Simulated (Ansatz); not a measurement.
# Hypothetical CdI2 type OsO2, response to strain

Take OsO₂ in the CdI2 type structure (space group P-3m1, No. 164; a = 2.7688 Å, c = 5.1007 Å; a hypothetical phase, not in the database extracts checked; layered, stacked along the Cartesian z axis; relaxed with 0.1 eV smearing) as the base. Axes: x lies along a and z along c of the hexagonal cell.

Strains are applied to the cell and any free atomic positions relax; under biaxial strain the out-of-plane vector relaxes too.

All numbers come from Ansatz (a quantum-chemistry and plane-wave program), PBE-D3(BJ), PAW, cutoff 420 eV, no SOC.

Notes on the quantities. energy relative to the base: free energy F.

```json
[
 {"case": "base", "largest internal atomic displacement": "–", "energy relative to the base": "0 meV/atom", "volume per atom": "11.29 Å³"},
 {"case": "biaxial strain −0.71 %, plane normal [001], relaxed out of plane", "largest internal atomic displacement": "–", "energy relative to the base": "–", "volume per atom": "11.21 Å³"},
 {"case": "biaxial strain +0.53 %, plane normal [001], relaxed out of plane", "largest internal atomic displacement": "–", "energy relative to the base": "–", "volume per atom": "11.34 Å³"},
 {"case": "isotropic strain −3.39 %", "largest internal atomic displacement": "0.086 Å", "energy relative to the base": "+42 meV/atom", "volume per atom": "10.18 Å³"},
 {"case": "isotropic strain −0.62 %", "largest internal atomic displacement": "0.017 Å", "energy relative to the base": "+1.2 meV/atom", "volume per atom": "11.08 Å³"},
 {"case": "isotropic strain +3.83 %", "largest internal atomic displacement": "0.120 Å", "energy relative to the base": "+31 meV/atom", "volume per atom": "12.64 Å³"},
 {"case": "uniaxial strain ε_xx = +1.48 %", "largest internal atomic displacement": "0.015 Å", "energy relative to the base": "+1.8 meV/atom", "volume per atom": "11.46 Å³"},
 {"case": "uniaxial strain ε_xx = +2.48 %", "largest internal atomic displacement": "0.026 Å", "energy relative to the base": "+4.5 meV/atom", "volume per atom": "11.57 Å³"},
 {"case": "uniaxial strain ε_yy = +2.22 %", "largest internal atomic displacement": "0.023 Å", "energy relative to the base": "+3.8 meV/atom", "volume per atom": "11.54 Å³"},
 {"case": "tensor shear ε_xy = −2.69 %", "largest internal atomic displacement": "0.031 Å", "energy relative to the base": "+9.0 meV/atom", "volume per atom": "11.28 Å³"}
]
```

Stability against distortions was not tested. No Hubbard U is applied, and correlation can decide whether such a compound is a metal. All final runs are without spin polarisation.
